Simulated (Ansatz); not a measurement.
Input and output of a self-consistent single point for a (001) slab of Al (cut from a parent of space group no. 225; 4 atoms in the cell) (Ansatz, an electronic-structure program).

Method: PBEsol, default PAW files made with PBE (plane waves; Ansatz).

```
Al
1.0
    2.87237     0.00000     0.00000
   -2.87237     2.87237     0.00000
    0.00000     0.00000    20.09331
Al
4
Direct
  0.00000   0.00000   0.44946
  0.00000   0.50000   0.34837
  0.00000   0.00000   0.65163
  0.00000   0.50000   0.55054
```

Reference input (self-consistent single point, DFT, PBEsol, plane waves, default PAW files made with PBE): basis.ecutwfc = 30.9 Ry; kpoints.mp_grid.grid = 15 15 1; hamiltonian.xc = pbesol; hamiltonian.pseudopotentials = {kind: paw} (the program's default PAW files); scf.occupations.method = gaussian; scf.occupations.width = 0.0073 Ry. This run's input differs from it in these lines:

Ansatz 0.2 input:
```diff
@@ -12,3 +12,3 @@
 basis:
-  ecutwfc: 30.9 Ry
+  ecutwfc: 18.4 Ry
 kpoints:
```

Output, abridged:

```
SCF iter   1: F=—  HF=-2096.642635 eV  |F-HF|=—  |Δ(HF+E_count)|=         —  Δρ=1.64e-3  dr2=1.35e-2  ethr=1.77e-3  ⟨swp⟩=7.6  Hψ=3119  notcnv=0
all-band conjugate gradients solve this SCF's bands
preconditioner: auto → LDOS
SCF iter   2: F=—  HF=-2096.642999 eV  |F-HF|=—  |Δ(HF+E_count)|=   3.64e-4  Δρ=5.17e-4  dr2=2.51e-3  ethr=1.13e-4  ⟨swp⟩=1.9  Hψ=778  notcnv=0  defer=5
SCF iter   3: F=—  HF=-2096.642778 eV  |F-HF|=—  |Δ(HF+E_count)|=   2.22e-4  Δρ=1.48e-4  dr2=2.60e-4  ethr=2.09e-5  ⟨swp⟩=2.7  Hψ=541  notcnv=0  defer=5
SCF iter   4: F=—  HF=-2096.642768 eV  |F-HF|=—  |Δ(HF+E_count)|=   9.29e-6  Δρ=3.24e-5  dr2=7.27e-6  ethr=2.17e-6  ⟨swp⟩=2.1  Hψ=521  notcnv=0  defer=5
SCF iter   5: F=—  HF=-2096.643361 eV  |F-HF|=—  |Δ(HF+E_count)|=   5.92e-4  Δρ=5.54e-6  dr2=1.41e-7  ethr=6.06e-8  ⟨swp⟩=2.6  Hψ=565  notcnv=0  defer=5
SCF iter   6: F=-2096.643361 eV  HF=-2096.643361 eV  |F-HF|=5.03e-9  |Δ(HF+E_count)|=   3.51e-8  Δρ=1.19e-6  dr2=3.97e-9  ethr=8.33e-10  ⟨swp⟩=9.1  Hψ=2246  notcnv=0
SCF 1 converged in 6 iterations: F = -2096.643361 eV  dr2 = 3.97e-9
Free energy (F): -2096.643361 eV
Internal energy: -2096.637038 eV  (E = F + TS)
E sigma→0 (E₀):  -2096.640199 eV
Entropy (-TS):   -0.006323 eV (-1.581 meV/atom)
Fermi energy:    0.610029 eV
--- Forces (eV/Å), atoms counted from 1 ---
  atom   1  Al    -0.00000000     0.00000000     0.09015665
  atom   2  Al     0.00000000    -0.00000000    -0.21789772
  atom   3  Al    -0.00000000    -0.00000000     0.21789772
  atom   4  Al     0.00000000     0.00000000    -0.09015665
--- Stress (GPa, compression-positive) ---
       -2.100199       0.000000      -0.000000
       -0.000000      -2.100199       0.000000
       -0.000000       0.000000       1.135711
  P = ⅓ Tr σ = -1.0216 GPa (-10.216 kbar)
  The stress holds the Pulay correction. Without it, at fixed plane waves, as pw.x and ABINIT print it: P = -2.7762 GPa
```

The run converged in 6 iterations. Against the reference run the free energy goes up by 102 meV/atom and the largest force goes from 0.106 to 0.218 eV/Å.

The starting cell has typed, rounded lattice constants, without a prior relaxation at this level. The slab is cut from that crystal, and its faces are unrelaxed. Its lattice was rescaled by up to half a per cent. The cutoff lies below the one recommended for these files.
